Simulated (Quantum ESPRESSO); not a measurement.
Quantum ESPRESSO run on HfMg14Sn (P-6m2, 16 atoms in the cell): self-consistent single point.

Computed with PBEsol, GBRV 1.5 ultrasoft (PBESOL) pseudopotentials (plane waves; Quantum ESPRESSO 7.5).

```
HfMg14Sn
1.0
    6.26363     0.00000     0.00000
   -3.13181     5.42446     0.00000
    0.00000     0.00000    10.23768
Mg Hf Sn
14 1 1
Direct
  0.99787   0.49894   0.00000
  0.50106   0.00213   0.00000
  0.50106   0.49894   0.00000
  0.00497   0.50248   0.50000
  0.49751   0.99503   0.50000
  0.49751   0.50248   0.50000
  0.16280   0.83720   0.25407
  0.67440   0.83720   0.74593
  0.16280   0.32560   0.25407
  0.16280   0.83720   0.74593
  0.67440   0.83720   0.25407
  0.16280   0.32560   0.74593
  0.66667   0.33333   0.25698
  0.66667   0.33333   0.74302
  0.00000   0.00000   0.50000
  0.00000   0.00000   0.00000
```

Reference input (self-consistent single point, DFT, PBEsol, plane waves, GBRV 1.5 ultrasoft (PBESOL) pseudopotentials): ecutwfc = 40 Ry; ecutrho = 320 Ry; occupations = smearing; smearing = fd; degauss = 0.0073499 Ry; K_POINTS = automatic 4 4 3 0 0 0; conv_thr = 1e-09 Ry. This run's input differs from it in these lines:

```diff
@@ -45,3 +45,3 @@
 K_POINTS automatic
-4 4 3  0 0 0
+4 4 2  0 0 0
```

Log, with long lists cut:

```
     Self-consistent Calculation

     iteration #  1     ecut=    40.00 Ry     beta= 0.70

     negative rho (up, down):  1.013E-01 0.000E+00

     total energy              =   -2054.58122164 Ry
     estimated scf accuracy    <      21.96773582 Ry

     iteration #  2     ecut=    40.00 Ry     beta= 0.70

     negative rho (up, down):  9.097E-02 0.000E+00

     total energy              =   -2044.94652954 Ry
     estimated scf accuracy    <     250.79414514 Ry

     iteration #  3     ecut=    40.00 Ry     beta= 0.70

     negative rho (up, down):  1.000E-01 0.000E+00

     total energy              =   -2068.17803519 Ry
     estimated scf accuracy    <       6.19530781 Ry

   [... 9 blocks of this kind left out ...]

     iteration # 13     ecut=    40.00 Ry     beta= 0.70

     negative rho (up, down):  1.106E-01 0.000E+00

     total energy              =   -2069.08234244 Ry
     estimated scf accuracy    <          2.1E-09 Ry

     iteration # 14     ecut=    40.00 Ry     beta= 0.70

     negative rho (up, down):  1.106E-01 0.000E+00
     End of self-consistent calculation

     the Fermi energy is     6.8392 ev

!    total energy              =   -2069.08234244 Ry
     estimated scf accuracy    <          1.9E-10 Ry
     smearing contrib. (-TS)   =      -0.01993772 Ry
     internal energy E=F+TS    =   -2069.06240472 Ry

     convergence has been achieved in  14 iterations

     negative rho (up, down):  1.106E-01 0.000E+00

     Forces acting on atoms (cartesian axes, Ry/au):

     atom    1 type  1   force =    -0.00022602   -0.00013050   -0.00000000
     atom    2 type  1   force =     0.00000000    0.00026099   -0.00000000
     atom    3 type  1   force =     0.00022602   -0.00013050    0.00000000
     atom    4 type  1   force =     0.00073520    0.00042447    0.00000000
     atom    5 type  1   force =     0.00000000   -0.00084894    0.00000000
   [... lines left out ...]
     Total force =     0.006786     Total SCF correction =     0.000073
   [... lines left out ...]

     negative rho (up, down):  1.106E-01 0.000E+00
          total   stress  (Ry/bohr**3)                   (kbar)     P=        9.24
   0.00006418   0.00000000  -0.00000000            9.44        0.00       -0.00
   0.00000000   0.00006418   0.00000000            0.00        9.44        0.00
   0.00000000   0.00000000   0.00005998            0.00        0.00        8.82

   JOB DONE.
```

The run converged in 14 iterations. Against the reference run the free energy falls by 1.7 meV/atom, the pressure stays near 0.92 GPa while the zz stress (positive for compression) goes from 0.56 to 0.88 GPa and the largest force goes from 0.049 to 0.068 eV/Å.

The starting cell comes from a database of computed structures (which also holds hypothetical and non-ambient phases and stackings), without a prior relaxation at this level. Its lattice was rescaled by a random factor within 2.5 % of one.

Cost on one core of a shared machine: roughly 9 min.
